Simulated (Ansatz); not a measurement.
Base system: Ga$_{2}$O$_{3}$ (space group C2/m, No. 12).

```
CELL_PARAMETERS angstrom
      6.22762    -1.54173     0.00000
      6.22762     1.54173     0.00000
     -1.39233     0.00000     5.71032
ATOMIC_POSITIONS crystal
  Ga 0.08991 0.08991 0.79470
  Ga 0.91009 0.91009 0.20530
  Ga 0.65850 0.65850 0.31416
  Ga 0.34150 0.34150 0.68584
  O  0.16349 0.16349 0.10919
  O  0.83651 0.83651 0.89081
  O  0.17371 0.17371 0.56436
  O  0.82629 0.82629 0.43564
  O  0.49603 0.49603 0.25671
  O  0.50397 0.50397 0.74329
```

Cartesian axes are those of the cell as printed.

All numbers come from Ansatz (a first-principles code) PBE, spin-orbit coupling left out.

For the base:

```
Quantity   Result
--------  -------
Band gap  2.01 eV
```

Modification: biaxial strain +3.75 %, plane normal [001], relaxed out of plane (Cartesian); in-plane vectors clamped, the third vector and the atoms free.

**Question.** Predict the new in-plane stress.

**Answer.** The mean in-plane stress (compression positive) comes out as -11.2 GPa.

**Question.** What does the calculation give for the out-of-plane strain after the change?

**Answer.** The out-of-plane strain comes out as -1.90 %.

**Question.** What does the calculation give for the band gap after the change?

**Answer.** The band gap shrinks by 0.59 eV (2.01 eV → 1.42 eV).

Whether these cells are dynamically stable was not tested.
